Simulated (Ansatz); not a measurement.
**Formation enthalpy of HfGe2 (model structure, from the fluorite type, Fm-3m, No. 225) at several levels of theory**

No measured value is used here.

| level (code) | value (eV/atom) |
|---|---|
| PBE (Ansatz) | [?] |
| PBEsol (Ansatz) | 0.094 |
| PBE-D3(BJ) (Ansatz) | 0.106 |

Question: Fill in the missing entries.

Answer: 
- PBE (Ansatz, a program for electronic structure), value (eV/atom): 0.118

Density-functional levels without +SOC have no spin–orbit coupling, which shifts binding energies of heavy elements. Each level is taken at its own relaxed cell. Ansatz's density-functional and Hartree–Fock values are scalar-relativistic unless marked +SOC, with PAW data made under PBE.

A model structure was made by putting elements into a prototype or built by hand; it is no filed structure, need not be a known phase, and can be a saddle point held by its symmetry.
